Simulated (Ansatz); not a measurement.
The reference is MgO (space group P6_3/mmc, No. 194; a cell from a computed database, its experimental status unchecked).

```xyz
4
Lattice="3.4939 0.0000 0.0000 -1.7470 3.0258 0.0000 0.0000 0.0000 4.1941" Properties=species:S:1:pos:R:3 pbc="T T T"
Mg     1.7470     1.0086     3.1455
Mg     0.0000     2.0172     1.0485
O      1.7470     1.0086     1.0485
O      0.0000     2.0172     3.1455
```

Levels (all Ansatz, a first-principles code, PAW): PBEsol (420 eV, no SOC); HSE06 (420 eV, no SOC).

The geometry is relaxed with PBEsol.

| Item | Result |
|---|---|
| PBEsol band gap | 3.27 eV |

**Question.** What does HSE06 give at this geometry for the band gap?

**Answer.** The band gap rises by 1.73 eV (3.27 eV → 5.00 eV).

Single points use the geometry relaxed with PBEsol. Whether these cells are dynamically stable was not tested. This is not the structure that MgO has at room temperature and ambient pressure.
